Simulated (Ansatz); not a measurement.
We consider GaAs (model structure, started from the NiAs type, P6₃/mmc, No. 194, 4 atoms in the cell), described by r²SCAN in Ansatz (plane waves, PAW).

Input file:

Ansatz 0.2 input:
```yaml
crystal:
  lattice:
    - [3.69970923, 0.0000002766, 0.0]
    - [-1.8498548546, 3.2040420415, 0.0]
    - [0.0, 0.0, 6.3521650238]
  atoms:
    - { symbol: Ga, position: [0.0, 0.0, 0.0] }
    - { symbol: Ga, position: [0.0, 0.0, 0.5] }
    - { symbol: As, position: [0.3333333333, 0.6666666667, 0.25] }
    - { symbol: As, position: [0.6666666667, 0.3333333333, 0.75] }
basis:
  ecutwfc: 560
  ecutrho_ratio: 4
  xc_grid: 3
kpoints:
  mp_grid: { grid: [18, 18, 10] }
hamiltonian:
  xc: r2scan
  dispersion: none
  pseudopotentials: { kind: paw }
scf:
  occupations: { method: fermi_dirac, width: 0.05 }
  convergence: { dr2_threshold: 0.0000000004 }
output:
  forces: true
  stress: true
  eigenvalues: true
```

Excerpt of the program's output:

```
Crystal: 4 atoms, lattice volume = 75.299 Å³
Basis set: ecut = 560 eV, 2275 PW (Γ), exchange–correlation on 90×90×150 points (27 copies of the dense FFT grid, shifted against one another)
Bands: 34, of which v1, the nominal top of the filled ones, is band 28 counted from 1 (27 counted from 0)
Symmetry: 24 space group operations
Space group: P63/mmc (ITA 194), of the structure as read, at distance tolerance 4.2e-5 Å
k-points: 222 of 3240
Functional: x = r2scan, c = r2scan; τ floored in thin density (d = 2e-4 eV/Å³)
SCF iter   1: F=—  HF=-17309.654633 eV  |F-HF|=—  |Δ(HF+E_count)|=         —  Δρ=8.74e-3  dr2=2.05e-2  dr2_τ=4.39e-3
SCF iter   2: F=—  HF=-17309.698286 eV  |F-HF|=—  |Δ(HF+E_count)|=   4.37e-2  Δρ=2.99e-3  dr2=3.85e-3  dr2_τ=6.27e-5
  ...
SCF iter   9: F=—  HF=-17309.698310 eV  |F-HF|=—  |Δ(HF+E_count)|=   5.12e-9  Δρ=1.17e-6  dr2=1.87e-9  dr2_τ=5.35e-12
SCF iter  10: F=-17309.698310 eV  HF=-17309.698310 eV  |F-HF|=2.18e-11  |Δ(HF+E_count)|=  2.69e-10  Δρ=2.32e-7  dr2=4.11e-11  dr2_τ=5.14e-13
SCF 1 converged in 10 iterations: F = -17309.698310 eV  dr2 = 4.11e-11
SCF converged after 10 iterations
Free energy (F): -17309.698310 eV
Internal energy: -17309.686866 eV  (E = F + TS)
E sigma→0 (E₀):  -17309.692588 eV
Fermi energy:    10.614831 eV
--- Stress (GPa, compression-positive) ---
        1.583254      -0.000000      -0.000000
       -0.000000       1.583254       0.000000
       -0.000000       0.000000       0.230429
  P = ⅓ Tr σ = 1.1323 GPa (11.323 kbar)
```

The PAW data were made under PBE.

Note: the relaxation could raise the start's symmetry but not lower it, so the cell can be a saddle point. Note: cell and atoms aren't relaxed at this level (pressure 1.1 GPa).

The result took around 50 core-seconds (rough).

A model structure was made by putting elements into a prototype or built by hand; it is no filed structure, need not be a known phase, and can be a saddle point held by its symmetry.

Ansatz is a program for electronic structure.
